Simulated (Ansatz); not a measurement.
## Hf3Si2 (P4/mbm, No. 127; cell taken from a computed entry)

Calculation: LDA (PAW; Ansatz, a program for electronic structure).

Settings: plane-wave cutoff 500 eV, 6×6×12 k mesh (along the axes of the cell as run), Fermi–Dirac smearing 0.05 eV, scalar-relativistic PAW data made under PBE.

Cell (relaxed at this level):

```cif
data_Hf6Si4
_chemical_formula_sum 'Hf6 Si4'
_space_group_name_H-M_alt 'P 1'
_space_group_IT_number 1
_cell_length_a 6.92093
_cell_length_b 6.92093
_cell_length_c 3.57218
_cell_angle_alpha 90.000
_cell_angle_beta 90.000
_cell_angle_gamma 90.000
loop_
_space_group_symop_operation_xyz
  'x, y, z'
loop_
_atom_site_label
_atom_site_type_symbol
_atom_site_fract_x
_atom_site_fract_y
_atom_site_fract_z
_atom_site_occupancy
Hf1 Hf 0.67417 0.82583 0.50000 1
Hf2 Hf 0.32583 0.17417 0.50000 1
Hf3 Hf 0.17417 0.67417 0.50000 1
Hf4 Hf 0.82583 0.32583 0.50000 1
Hf5 Hf 0.50000 0.50000 0.00000 1
Hf6 Hf 0.00000 0.00000 0.00000 1
Si1 Si 0.62368 0.12368 0.00000 1
Si2 Si 0.37632 0.87632 0.00000 1
Si3 Si 0.87632 0.62368 0.00000 1
Si4 Si 0.12368 0.37632 0.00000 1
```

- band gap = none

Note: the relaxation could not lower the start's symmetry, so the cell can be a saddle point above a distorted one.

Spin–orbit coupling is not included.

It cost around 7 core-minutes (rough) of CPU time.
